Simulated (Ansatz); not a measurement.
The starting structures come from a database of crystals and need not be the phases stable at ambient conditions.

The decay constant κ of evanescent states in the gap governs leakage through a thin film.

```xyz
7
Lattice="5.1272 0.0000 0.0000 -2.5636 4.4403 0.0000 0.0000 0.0000 4.3638" Properties=species:S:1:pos:R:3 pbc="T T T"
Ba     0.0000     0.0000     2.1819
Zn     0.0000     2.9602     0.0000
B      2.5636     1.4801     0.0000
O      3.3494     0.3352     0.0000
O      1.1792     1.3721     0.0000
O      3.1623     2.7331     0.0000
F      0.0000     2.9602     2.1819
```

Space group of this cell: P-6. The cell is taken as given; by PBEsol its mean pressure is -4.8 GPa.

Transport runs along the normal of the first two printed cell vectors, the (001) plane of the conventional cell.

The gap is the functional's own, uncorrected, and κ follows it; spin-orbit coupling is left out. Mid-gap values are interpolated between the computed energies.

Problem. Compute, with PBEsol (Ansatz, a program for electronic structure), the band gap and the smallest decay constant κ at mid-gap.

Solution. Gap 3.52 eV on a 12×12×8 mesh; κ = 0.412 1/Å, at the zone centre.
